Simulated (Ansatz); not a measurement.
Relaxation of the outer planes of the (110) surface of zinc-blende AlAs in its 1x1 cell (cut with top plane Al + As, bottom plane Al + As), outermost plane spacing 2.03 Å in the ideal cut.

Method: PBE (plane waves to 420 eV, PAW; Ansatz, a first-principles code).

Model: 14-atom slab, Al7As7, 12.2 Å thick at the start, 6x5x1 mesh, Fermi-Dirac 0.025 eV, dipole correction, all atoms relaxed; symmetry of the start imposed; no spin, no spin-orbit, no U.

```
plane    atoms  bulk spacing to the next (Å)  relaxed spacing (Å)  change (%)         rumpling (Å)
-----  -------  ----------------------------  -------------------  ----------  -------------------
1      Al + As                         2.025                1.851        -8.6  0.72 (As outermost)
2      Al + As                         2.025                2.060         1.7  0.11 (Al outermost)
```
